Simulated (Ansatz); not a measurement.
Consider HgTe in the zinc blende structure (space group F-43m, No. 216; a = 6.510 Å). Axes: x, y, z lie along the cube axes.

Method: PBEsol (Ansatz, a quantum-chemistry and plane-wave program, PAW, no SOC).

For the base:

```
Property                        Result
-----------------------------  -------
Shortest interatomic distance  2.819 Å
```

It is then changed as follows: uniaxial strain ε_yy = +1.11 %, all other strain components held at zero; the atoms relax in the strained cell.

Question: Predict the new shortest interatomic distance and energy relative to the base.

Answer: The shortest interatomic distance increases by 0.010 Å to 2.829 Å; the energy increases by 0.7 meV/atom.

Whether these cells are dynamically stable was not tested. All final runs are without spin polarisation.
